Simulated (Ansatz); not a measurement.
# Hypothetical zinc blende RhSb, response to strain

The parent structure is RhSb in the zinc blende structure (space group F-43m, No. 216; a = 5.8549 Å; a hypothetical phase, not in the database extracts checked; relaxed with 0.1 eV smearing). Axes: x, y, z lie along the cube axes.

Strains are applied to the cell and any free atomic positions relax; under biaxial strain the out-of-plane vector relaxes too; under stress the whole cell relaxes.

Computed with Ansatz (a quantum-chemistry and plane-wave program), r2SCAN, PAW, cutoff 500 eV, no spin-orbit coupling.

Notes on the quantities. energy relative to the base: free energy F; pressure: mean of the normal stresses, compression positive.

| variant | energy relative to the base | volume per atom | space group | pressure |
|---|---|---|---|---|
| base | 0 meV/atom | 25.09 Å³ | F-43m (No. 216) | 0.0 GPa |
| biaxial strain −0.51 %, plane normal [001], relaxed out of plane | 0.0 meV/atom | 25.09 Å³ | I-4m2 (No. 119) | 0.0 GPa |
| biaxial strain +1.04 %, plane normal [001], relaxed out of plane | -0.1 meV/atom | 25.07 Å³ | I-4m2 (No. 119) | 0.0 GPa |
| biaxial strain −0.79 %, plane normal [111], relaxed out of plane | -0.4 meV/atom | 25.13 Å³ | R3m (No. 160) | -0.2 GPa |
| isotropic strain +1.37 % | +12 meV/atom | 26.13 Å³ | F-43m (No. 216) | -3.6 GPa |
| isotropic strain +3.50 % | +74 meV/atom | 27.82 Å³ | F-43m (No. 216) | -7.9 GPa |
| uniaxial strain ε_xx = +4.65 % | +16 meV/atom | 26.25 Å³ | I-4m2 (No. 119) | -4.1 GPa |
| uniaxial stress, 3 GPa tension along z | -77 meV/atom | 20.41 Å³ | I-4m2 (No. 119) | – |
| tensor shear ε_xy = −2.82 % | -1.7 meV/atom | 25.07 Å³ | Imm2 (No. 44) | -0.1 GPa |
| tensor shear ε_xy = −0.45 % | 0.0 meV/atom | 25.09 Å³ | Imm2 (No. 44) | 0.0 GPa |

Beyond what the load breaks, stability against distortions was not tested. All final runs are without spin polarisation. Under biaxial strain −0.79 %, plane normal [111], relaxed out of plane and tensor shear ε_xy = −2.82 % the cell ends below the base's energy or with stress of the wrong sign: the atoms slid into a distortion or the cell is elastically unstable, so the base is not a stable minimum at this level. Under uniaxial stress, 3 GPa tension along z the cell changed shape so far that it is another structure.
